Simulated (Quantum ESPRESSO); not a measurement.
**A series of runs on K2MoO4 (C2/m, 14 atoms in the cell)**

```yaml
crystal:
  lattice:
    - [6.17400, -3.04050, 0.00000]
    - [6.17400, 3.04050, 0.00000]
    - [-3.27366, 0.00000, 6.79003]
  atoms:
    - { symbol: Mo, position: [0.17558, 0.17558, 0.22671] }
    - { symbol: Mo, position: [0.82442, 0.82442, 0.77329] }
    - { symbol: K, position: [0.84530, 0.84530, 0.25500] }
    - { symbol: K, position: [0.15470, 0.15470, 0.74500] }
    - { symbol: K, position: [0.50940, 0.50940, 0.23520] }
    - { symbol: K, position: [0.49060, 0.49060, 0.76480] }
    - { symbol: O, position: [0.33330, 0.33330, 0.38240] }
    - { symbol: O, position: [0.66670, 0.66670, 0.61760] }
    - { symbol: O, position: [0.08780, 0.08780, 0.36180] }
    - { symbol: O, position: [0.91220, 0.91220, 0.63820] }
    - { symbol: O, position: [0.90960, 0.37640, 0.07850] }
    - { symbol: O, position: [0.62360, 0.09040, 0.92150] }
    - { symbol: O, position: [0.09040, 0.62360, 0.92150] }
    - { symbol: O, position: [0.37640, 0.90960, 0.07850] }
```

Base run A: PBEsol, GBRV 1.5 ultrasoft (PBESOL) pseudopotentials run with Quantum ESPRESSO 7.5, self-consistent single point.

Its settings: ecutwfc = 40 Ry; ecutrho = 320 Ry; occupations = smearing; smearing = marzari-vanderbilt; degauss = 0.0073499 Ry; potentials = {Mo: mo_pbesol_v1.uspp.F.UPF, K: k_pbesol_v1.4.uspp.F.UPF, O: o_pbesol_v1.2.uspp.F.UPF}; K_POINTS = automatic 2 2 2 0 0 0; conv_thr = 1e-11 Ry; mixing_beta = 0.7.

The starting cell comes from a database of published, mostly measured structures (it also holds non-ambient and calculated ones), without a prior relaxation at this level. In the base run, forces exceed 1 eV/Å.

A dash stands where there is no value to compare (another energy zero or no entropy term, no result, no spin, no clean gap, or a mesh too coarse for one). 

Runs:
- B: vdw_corr: default → grimme-d3; dftd3_version: default → 3; dftd3_threebody: default → false [PBEsol-D3(0)]
- C: vdw_corr: default → grimme-d3; dftd3_version: default → 4; dftd3_threebody: default → false [PBEsol-D3(BJ)]
- D: vdw_corr: default → grimme-d3; dftd3_version: default → 4; dftd3_threebody: default → true [PBEsol-D3(BJ) with three-body term]

```
run  pressure (GPa)  largest force (eV/Å)  gap on the mesh (eV)  dispersion energy (eV/atom)
---  --------------  --------------------  --------------------  ---------------------------
A              0.47                 1.442                 4.445                            –
B             -0.07                 1.441                 4.445                       -0.124
C             -0.94                 1.445                 4.445                       -0.155
D             -0.79                 1.445                 4.445                       -0.146
```

Run D against A: The pressure goes from 0.47 to -0.79 GPa, the largest force hardly changes (1.442 to 1.445 eV/Å) and the gap on the mesh stays at 4.445 eV.

Run B against A: The pressure goes from 0.47 to -0.07 GPa, the largest force moves little (1.442 to 1.441 eV/Å) and the gap on the mesh stays at 4.445 eV.

Run C against A: The pressure goes from 0.47 to -0.94 GPa, the largest force moves little (1.442 to 1.445 eV/Å) and the gap on the mesh stays at 4.445 eV.

Left out of this page: 1 run of the series held back from this collection.
